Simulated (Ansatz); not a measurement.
Worked example: self-consistent single point of a (001) slab of PtSe2 (cut from a parent of space group no. 164; 6 atoms in the cell) in Ansatz (an electronic-structure program).

Computed with PBE (plane waves, PAW; Ansatz).

```yaml
crystal:
  lattice:
    - [3.71881, 0.00000, 0.00000]
    - [-1.85940, 3.22058, 0.00000]
    - [0.00000, 0.00000, 21.64779]
  atoms:
    - { symbol: Pt, position: [0.00000, 0.00000, 0.38302] }
    - { symbol: Se, position: [0.33333, 0.66667, 0.44268] }
    - { symbol: Se, position: [0.66667, 0.33333, 0.32336] }
    - { symbol: Pt, position: [0.00000, 0.00000, 0.61698] }
    - { symbol: Se, position: [0.33333, 0.66667, 0.67664] }
    - { symbol: Se, position: [0.66667, 0.33333, 0.55732] }
```

Reference input (self-consistent single point, DFT, PBE, plane waves, default PAW files): basis.ecutwfc = 420 eV; kpoints.mp_grid.grid = 7 7 1; hamiltonian.xc = pbe; hamiltonian.pseudopotentials = {kind: paw} (the program's default PAW files); scf.occupations.method = fermi_dirac; scf.occupations.width = 0.01 eV. This run's input differs from it in these lines:

Ansatz 0.2 input:
```diff
@@ -13,3 +13,3 @@
 basis:
-  ecutwfc: 420.0
+  ecutwfc: 355.0
 kpoints:
```

Log, with long lists cut:

```
SCF iter   1: F=—  HF=-46924.587043 eV  |F-HF|=—  |Δ(HF+E_count)|=         —  Δρ=2.71e-3  dr2=2.51e-2  ethr=1.77e-3  ⟨swp⟩=8.1  Hψ=1880  notcnv=0  defer=1
all-band conjugate gradients solve this SCF's bands
preconditioner: auto → Resta (q_TF=auto, 2.328 Å⁻¹)
SCF iter   2: F=—  HF=-46924.583936 eV  |F-HF|=—  |Δ(HF+E_count)|=   3.11e-3  Δρ=1.32e-3  dr2=1.26e-2  ethr=2.51e-5  ⟨swp⟩=3.0  Hψ=782  notcnv=0  defer=46
   [... lines left out ...]
SCF iter   5: F=—  HF=-46924.583095 eV  |F-HF|=—  |Δ(HF+E_count)|=   2.01e-5  Δρ=7.21e-5  dr2=1.51e-5  ethr=9.88e-7  ⟨swp⟩=2.0  Hψ=511  notcnv=0  defer=46
SCF iter   6: F=—  HF=-46924.583034 eV  |F-HF|=—  |Δ(HF+E_count)|=   6.18e-5  Δρ=2.23e-5  dr2=1.54e-6  ethr=1.51e-8  ⟨swp⟩=2.0  Hψ=614  notcnv=0  defer=46
SCF iter   7: F=—  HF=-46924.583034 eV  |F-HF|=—  |Δ(HF+E_count)|=   8.63e-7  Δρ=8.57e-6  dr2=2.07e-7  ethr=1.54e-9  ⟨swp⟩=2.0  Hψ=609  notcnv=0  defer=46
SCF iter   8: F=-46924.583035 eV  HF=-46924.583035 eV  |F-HF|=1.90e-9  |Δ(HF+E_count)|=   2.16e-7  Δρ=1.68e-6  dr2=9.85e-9  ethr=1.00e-10  ⟨swp⟩=14.5  Hψ=2213  notcnv=0
SCF 1 converged in 8 iterations: F = -46924.583035 eV  dr2 = 9.85e-9
Free energy (F): -46924.583035 eV
Internal energy: -46924.583035 eV  (E = F + TS)
E sigma→0 (E₀):  -46924.583035 eV
Fermi energy:    3.696342 eV
--- Forces (eV/Å), atoms counted from 1 ---
  atom   1  Pt     0.00000000    -0.00000000     0.15403626
  atom   2  Se     0.00000000    -0.00000000     0.13603886
  atom   3  Se    -0.00000000     0.00000000    -0.51179510
  atom   4  Pt    -0.00000000     0.00000000    -0.15403626
  atom   5  Se     0.00000000    -0.00000000     0.51179510
  atom   6  Se    -0.00000000     0.00000000    -0.13603886
--- Stress (GPa, compression-positive) ---
        2.436911       0.000000       0.000000
        0.000000       2.436911       0.000000
        0.000000      -0.000000       1.727993
  P = ⅓ Tr σ = 2.2006 GPa (22.006 kbar)
  The stress holds the Pulay correction. Without it, at fixed plane waves, as pw.x and ABINIT print it: P = 2.0466 GPa
```

The run converged in 8 iterations. Against the reference run the free energy goes up by 2.7 meV/atom, the largest force hardly changes (0.509 to 0.512 eV/Å) and the gap on the mesh hardly changes (0.468 to 0.467 eV).

The starting cell has typed, rounded lattice constants, without a prior relaxation at this level. The slab is cut from that crystal, and its faces are unrelaxed. Its lattice was rescaled by up to half a per cent. Spin-orbit coupling is off. Spin polarisation is off, though cut faces can carry moments; a gap of a slab can lie between surface states. The cutoff lies below the one recommended for these files.
